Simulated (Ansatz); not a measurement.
The starting structures come from a database of crystals and need not be the phases stable at ambient conditions.

By PBEsol, the system below comes out a metal.

A figure of merit of an interconnect metal is its ballistic conductance per area.

Data:

```xyz
4
Lattice="3.5330 0.0000 0.0000 0.0000 4.9964 0.0000 0.0000 2.4982 2.4492" Properties=species:S:1:pos:R:3 pbc="T T T"
Si     0.0000     0.0000     0.0000
Ni     1.7665     1.2491     1.2246
Ni     1.7665     3.7473     1.2246
Ni     0.0000     2.4982     0.0000
```

The cell is strained (lengths across the current scaled by 1.02, ions clamped); by PBEsol it stands under a pressure of -9.0 GPa.

The current flows along the normal of the first two printed cell vectors. No spin-orbit coupling; the value is a mean over 0.1 eV about the Fermi level.

**Question.** State the ballistic conductance per area according to PBEsol (Ansatz, a quantum-chemistry and plane-wave program).

**Answer.** 0.26 × 10¹⁵ S/m² for both spins.
